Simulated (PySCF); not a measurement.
PySCF 2.14.0, WB97X/def2-svp, df: Ti(O)(NH2)(NMe2) (C[N](C)[Ti]([NH2])=[O]), 14 atoms. The geometry is a generated start, not checked to be a minimum at this level.

```
Item                           Value
-------------------  ---------------
task                          energy
method                         wb97x
basis                       def2-svp
two-electron scheme  density fitting
mol.max_memory               3000 MB
mf.max_cycle                     100
mf.init_guess        minao (default)
mf.DIIS              CDIIS (default)
mf.diis_space            8 (default)
mf.conv_tol          1e-09 (default)
mf.grids.level           3 (default)
basis functions                  141
grid points                   169496
```

```xyz
14

Ti     1.2150    -0.9224    -0.2429
O      2.1536     0.3787    -0.1391
N      1.2572    -1.7345     1.4480
H      0.3849    -2.1267     1.8108
H      1.7337    -1.2437     2.2073
N     -0.5329    -0.2330    -0.4563
C     -0.5519     0.4783    -1.7293
C     -0.9150     0.6776     0.6145
H     -1.5652     0.8538    -1.9364
H      0.1392     1.3411    -1.7229
H     -0.2703    -0.2064    -2.5456
H     -0.1791     1.5028     0.7159
H     -1.9034     1.1071     0.4100
H     -0.9658     0.1272     1.5659
```

Charge 0 and multiplicity 1 are set for this test and not shown to be the ground state.

One run each on 2 threads, 1 BLAS thread. Values of level_shift (Hartree) tried: 0 (default), 0.1, 0.3, 1.

Problem. How does the count of Fock builds change with level_shift (Hartree), and where is it least?

Solution. Fewest Fock builds: 0 (default) with 16. The count rises to 37 at 1. All converge to one solution.

| level_shift (Hartree) | Fock builds | end |
|---|---|---|
| 0 (default) | 16 | same solution |
| 0.1 | 18 | same solution |
| 0.3 | 22 | same solution |
| 1 | 37 | same solution |
